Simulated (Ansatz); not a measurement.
System: cubic perovskite KCdF3. Method: HSE06 (plane waves, PAW; Ansatz, an electronic-structure program).

Numerical settings: plane-wave cutoff 460 eV, 6×6×6 k mesh, Fermi–Dirac smearing 0.01 eV, scalar-relativistic PAW data made under PBE.

Properties against volume:

```
V (Å³/atom)  P (GPa)  direct gap at Γ (eV)  smallest gap on the k mesh (eV)
-----------  -------  --------------------  -------------------------------
16.317          3.58                 7.302                            5.129
16.747          1.69                 7.119                            5.115
17.176          0.06                 6.944                            5.097
17.397         -0.69                 6.857                            5.087
17.605         -1.35                 6.777                            5.076
18.035         -2.57                 6.617                            5.050
```

The fundamental gap (5.10 eV at the equilibrium volume, on the SCF mesh) lies elsewhere than Γ–Γ.

Note: the relaxation could not lower the start's symmetry, so the cell can be a saddle point above a distorted one.

Spin–orbit coupling is not included.
